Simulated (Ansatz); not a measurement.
Consider SrO in the rock salt structure (space group Fm-3m, No. 225; a = 5.1949 Å).

Method: DFT with PBE, PAW potentials and a 420 eV plane-wave cutoff in Ansatz (a program for electronic structure), scalar-relativistic without spin-orbit coupling.

For the base:

- Smallest direct gap = 3.42 eV
- Width of the top valence band = 1.05 eV
- Pressure = 0.00 GPa

The change: every lattice vector is stretched by 0.50 %, atoms relaxed at fixed cell.

**Question.** What does the calculation give for the smallest direct gap, energy relative to the base, width of the top valence band and pressure after the change?

**Answer.** The smallest direct gap grows by 0.013 eV to 3.44 eV; the energy rises by 1.0 meV/atom; the width of the top valence band shrinks by 0.027 eV to 1.03 eV; the pressure goes from zero to -1.22 GPa.

The cells carry an imposed strain or load. Whether these cells are dynamically stable was not tested.
